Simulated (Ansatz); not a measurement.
The parent structure is AlRu in the CsCl type structure (space group Pm-3m, No. 221; a = 3.0048 Å; relaxed with 0.1 eV smearing).

Calculations: PBE, PAW, 420 eV (Ansatz, a first-principles code; no spin-orbit coupling).

For the base:

| Quantity | Result |
|---|---|
| Pressure | 0.0 GPa |

Modification: every lattice vector is stretched by 2.50 %; the atoms relax in the strained cell.

Task: What does the calculation give for the energy relative to the base after the change?

Result: The energy rises by 44 meV/atom.

Task: Predict the new pressure.

Result: The pressure goes from zero to -12.7 GPa.

No phonon test of stability was made. All final runs are without spin polarisation.
